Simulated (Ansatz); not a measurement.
GeSb2Te4 (model structure, started from the GeSb2Te4 type, R-3m, No. 166, 7 atoms in the cell), treated with PBE (Ansatz, a first-principles code, plane waves, PAW).

Settings: plane-wave cutoff 500 eV, 12×12×12 k mesh, Fermi–Dirac smearing 0.05 eV, scalar-relativistic PAW data made under PBE.

Cell (relaxed at this level):

```yaml
crystal:
  lattice:
    - [2.15489, 1.24413, 14.03865]
    - [-2.15489, 1.24413, 14.03865]
    - [0.00000, -2.48825, 14.03865]
  atoms:
    - { symbol: Ge, position: [0.00000, 0.00000, 0.00000] }
    - { symbol: Sb, position: [0.42171, 0.42171, 0.42171] }
    - { symbol: Sb, position: [0.57829, 0.57829, 0.57829] }
    - { symbol: Te, position: [0.12887, 0.12887, 0.12887] }
    - { symbol: Te, position: [0.87113, 0.87113, 0.87113] }
    - { symbol: Te, position: [0.29302, 0.29302, 0.29302] }
    - { symbol: Te, position: [0.70698, 0.70698, 0.70698] }
```

Q: Estimate the band gap that the calculation returns.

A: 
- band gap = 0.46 eV (on the SCF k mesh)

Note: the relaxation could raise the start's symmetry but not lower it, so the cell can be a saddle point.

Spin–orbit coupling is not included; with these elements it can move the gap by several tenths of an eV or more.

Static lattice: no zero-point or thermal effects.

Cost on a shared machine: around 30 core-minutes (rough).

A model structure was made by putting elements into a prototype or built by hand; it is no filed structure, need not be a known phase, and can be a saddle point held by its symmetry.
